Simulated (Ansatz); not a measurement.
The starting structures come from a database of crystals and need not be the phases stable at ambient conditions.

By PBEsol, the system below comes out a metal.

Without scattering a metal conducts by its projected Fermi surface.

```yaml
crystal:
  lattice:
    - [3.21600, 0.00000, 0.00000]
    - [-1.07200, 3.03207, 0.00000]
    - [1.07200, 1.51604, 2.62585]
  atoms:
    - { symbol: Sn, position: [0.00000, 0.00000, 0.00000] }
```

Space group of this cell: Im-3m, bcc (W type). The cell is strained (all lengths scaled by 0.98); by PBEsol its mean pressure is 1.1 GPa.

The current flows along the normal of the first two printed cell vectors, the (110) plane of the conventional cell. No spin-orbit coupling; the value is a mean over 0.1 eV about the Fermi level.

**Question.** State the ballistic conductance per area according to PBEsol run with Ansatz (a first-principles code).

**Answer.** 1.3 × 10¹⁵ S/m² for both spins.
